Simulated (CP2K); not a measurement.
Troubleshooting CP2K: a failed run on K3BrCl2 (P1, 6 atoms in the cell). The aim is a self-consistent single point with DFT PBEsol, GPW, DZVP-MOLOPT-PBE-GTH basis, GTH-PBE potentials (POTENTIAL_UZH).

Cell that was meant: a = 4.5216 Å, b = 4.5216 Å, c = 11.0913 Å, α = 90.00°, β = 90.00°, γ = 120.00°.

Part of the input:

```
      CUTOFF 500
      REL_CUTOFF 50
      NGRIDS 5
    &SCF
      SCF_GUESS ATOMIC
      EPS_SCF 1E-7
      MAX_SCF 100
```

Log, with long lists cut:

```
 Possible matches for unknown subsection

 SCF

   keyword CUTOFF in section %__ROOT__%FORCE_EVAL%DFT%MGRID score:  105
   keyword CUTOFF in section %__ROOT__%FORCE_EVAL%PROPERTIES%TDDFPT%MGRID score:  105
   keyword CUTOFF in section %__ROOT__%FORCE_EVAL%PROPERTIES%RIXS%TDDFPT%MGRID score:  105
   keyword NGRIDS in section %__ROOT__%FORCE_EVAL%DFT%MGRID score:  104
   subsection RS_GRID in section %__ROOT__%FORCE_EVAL%DFT%MGRID score:  104

 *******************************************************************************
 *   ___                                                                       *
 *  /   \                                                                      *
 * [ABORT]                                                                     *
 *  \___/                 unknown subsection SCF of section MGRID              *
 *    |                                                                        *
 *  O/|                                                                        *
 * /| |                                                                        *
 * / \                                               input/input_parsing.F:192 *
 *******************************************************************************

 ===== Routine Calling Stack =====

            5 section_vals_parse
            4 section_vals_parse
            3 section_vals_parse
            2 section_vals_parse
            1 read_input
Abort(1) on node 0 (rank 0 in comm 0): application called MPI_Abort(MPI_COMM_WORLD, 1) - process 0
```

Q: Read the log: what does the program object to, and what is the fix?

A: The fault is a section without its end line. Sections nest, and the parser loses its place. To fix it, close the section. The program stopped before any SCF iteration.

The sound input it was made from differs as follows (other fixes are possible):
```diff
+    &END MGRID
```

With that input, the run converged in 29 iterations: free energy E − TS -3489.3807 eV; top of the valence band (on the code's own zero) 0.29 eV; gap on the k-point mesh 4.72 eV; pressure -0.03 GPa; largest force (vector length) 0.328 eV/Å (DFT PBEsol, GPW, DZVP-MOLOPT-PBE-GTH basis, GTH-PBE potentials (POTENTIAL_UZH)).

On the sound input: the starting cell comes from a database of computed structures (which also holds hypothetical and non-ambient phases and stackings), without a prior relaxation at this level. Its atoms were displaced at random from the sites of space group no. 164. Values carry the incompleteness of an atom-centred basis. The potentials were made for another functional than the one used.
